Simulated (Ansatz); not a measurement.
The starting structures come from a database of crystals and need not be the phases stable at ambient conditions.

Here is the system:

```
CELL_PARAMETERS angstrom
      7.32790     0.00000     0.00000
      0.00000     9.75025     0.00000
      0.00000     2.04590     3.97018
ATOMIC_POSITIONS crystal
  Tl 0.81219 0.99418 0.25582
  Tl 0.18781 0.00582 0.74418
  Tl 0.31219 0.50582 0.24418
  Tl 0.68781 0.49418 0.75582
  Ag 0.08334 0.31387 0.93613
  Ag 0.91666 0.68613 0.06387
  Ag 0.58334 0.18613 0.56387
  Ag 0.41666 0.81387 0.43613
  S  0.39990 0.18275 0.06725
  S  0.60010 0.81725 0.93275
  S  0.89990 0.31725 0.43275
  S  0.10010 0.68275 0.56725
```

Space group of this cell: Pnma. The cell is taken as given; by r2SCAN its mean pressure is -1.3 GPa.

Transport runs along the normal of the first two printed cell vectors.

The gap is the functional's own, uncorrected, and κ follows it; spin-orbit coupling is left out. Mid-gap values are interpolated between the computed energies.

Compute, with r2SCAN run with Ansatz (a quantum-chemistry and plane-wave program), the band gap and the smallest decay constant κ at mid-gap.

Gap 1.00 eV on a 4×8×8 mesh; κ = 0.125 1/Å, at (0.000, 0.250) of the in-plane reciprocal vectors. At the zone centre, at the nearest computed energy, the slowest state has κ = 0.19 1/Å.
